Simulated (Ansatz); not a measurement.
Ansatz (an electronic-structure program) run on NbZn3 (P4mm, 4 atoms in the cell): relaxation of the atoms.

Level of theory: LDA (PW92), default PAW files made with PBE (plane waves; Ansatz).

The change in words: one atom moved by 0.15 angstrom; relax: default → atoms; relax.f_tol: default → 0.2 eV/Å. Reference geometry:
```xyz
4
Lattice="3.8982 0.0000 0.0000 0.0000 3.8982 0.0000 0.0000 0.0000 3.8982" Properties=species:S:1:pos:R:3 pbc="T T T"
Nb     0.0000     0.0000     0.0000
Zn     1.9491     0.0000     1.9491
Zn     0.0000     1.9491     1.9491
Zn     1.9491     1.9491     0.0000
```

Reference input (self-consistent single point, DFT, LDA (PW92), plane waves, default PAW files made with PBE): basis.ecutwfc = 420 eV; kpoints.mp_grid.grid = 9 9 9; hamiltonian.xc = lda; hamiltonian.pseudopotentials = {kind: paw} (the program's default PAW files); scf.occupations.method = gaussian; scf.occupations.width = 0.1 eV. This run's input differs from it in these lines:

```diff
@@ -6,3 +6,3 @@
   atoms:
-    - { symbol: Nb, position: [0.00000000, 0.00000000, 0.00000000] }
+    - { symbol: Nb, position: [0.00000000, 0.00000000, 0.03847900] }
     - { symbol: Zn, position: [0.50000000, 0.00000000, 0.50000000] }
@@ -19,2 +19,4 @@
   occupations: { method: gaussian, width: 0.1 }
+relax:
+  f_tol: 0.2
 output:
```

Output, abridged:

```
   [... SCF lines of the steps left out ...]
relax step   1: F+E_penalty+E_count = -14181.96396926 eV  Δ(F+E_penalty+E_count) = +0.000e0 eV  max|allowed force component| = 1.656e0 eV/Å  Δτ_max = 0.0000 Å  (6 SCF iters, dr2 threshold 1.00e-4 eV, accepted)
relax step   2: F+E_penalty+E_count = -14182.07703548 eV  Δ(F+E_penalty+E_count) = -1.131e-1 eV  max|allowed force component| = 4.895e-1 eV/Å  Δτ_max = 0.1457 Å  (6 SCF iters, dr2 threshold 1.00e-4 eV, accepted)
relax step   3: F+E_penalty+E_count = -14182.08795187 eV  Δ(F+E_penalty+E_count) = -1.092e-2 eV  max|allowed force component| = 1.408e-3 eV/Å  Δτ_max = 0.0332 Å  (7 SCF iters, accepted)
the relaxation is at rest under the 8 symmetry operations that the run kept from its start: a minimum is not shown …
Free energy (F): -14182.087952 eV
Internal energy: -14182.081911 eV  (E = F + TS)
E sigma→0 (E₀):  -14182.084932 eV
Entropy (-TS):   -0.006040 eV (-1.510 meV/atom)
Fermi energy:    13.315660 eV
--- Forces (eV/Å), atoms counted from 1 ---
  atom   1  Nb     0.00000000     0.00000000     0.00140033
  atom   2  Zn     0.00000000     0.00000000    -0.00082698
  atom   3  Zn     0.00000000     0.00000000    -0.00082698
  atom   4  Zn     0.00000000     0.00000000     0.00022108
--- Stress (GPa, compression-positive) ---
       -6.513068       0.000000      -0.000000
   [... lines left out ...]
  F+E_penalty+E_count = -14182.08795187 eV   max|allowed force component| = 1.408e-3 eV/Å
  atoms:
    - { symbol: Nb, position: [-1.9761995196688115e-34, 0.0, 0.009600293158513538] }
    - { symbol: Zn, position: [0.5000000000000001, 0.0, 0.5096340651013719] }
    - { symbol: Zn, position: [2.1738194716356926e-33, 0.5000000000000001, 0.5096340651013719] }
    - { symbol: Zn, position: [0.5000000000000001, 0.5000000000000001, 0.00961057663874276] }
```

The run converged. 

Summary of the result:
- Free energy E − TS (on the zero of these files): -14182.0880 eV
- Fermi level (on the code's own zero): 13.32 eV
- Pressure: -6.51 GPa
- Largest force (vector length): 0.001 eV/Å
- Relaxation steps: 3

The starting cell comes from a database of computed structures (which also holds hypothetical and non-ambient phases and stackings), without a prior relaxation at this level. Its lattice was rescaled by up to half a per cent. For this run, on top of that: one atom moved by 0.15 angstrom. Spin polarisation is off. The relaxation keeps the symmetry of its start, so its end need not be a minimum. Ansatz's pressure includes its estimate of the finite-basis (Pulay) stress.

Keys are those of Ansatz 0.2.
